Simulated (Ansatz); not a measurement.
**Fermi-surface data of HfN (Fm-3m)**

Data:

```
CELL_PARAMETERS angstrom
      0.00000     2.25092     2.25092
      2.25092     0.00000     2.25092
      2.25092     2.25092     0.00000
ATOMIC_POSITIONS crystal
  Hf 0.00000 0.00000 0.00000
  N  0.50000 0.50000 0.50000
```

The numbers are results of PBEsol, rigid bands (plane waves, PAW, scalar-relativistic; Ansatz, an electronic-structure program), not measurements. Geometry: cell and atoms relaxed with PBEsol.

| Property | Value |
|---|---|
| density of states at the Fermi level | 0.602 states/(eV·cell), both spins |
| bare Sommerfeld coefficient | 0.71 mJ/(mol of atoms·K²) |
| Drude plasma energy | 9.3 eV |
| root-mean-square Fermi velocity | 1.1e6 m/s |
| resistivity times τ | 5.6 ×10⁻²² Ω·m·s |

A metal at this level (no band gap); rigid bands, thermally averaged at 300 K, both spins. Spin-orbit coupling is left out, which matters with elements this heavy. τ is one relaxation time for all states.
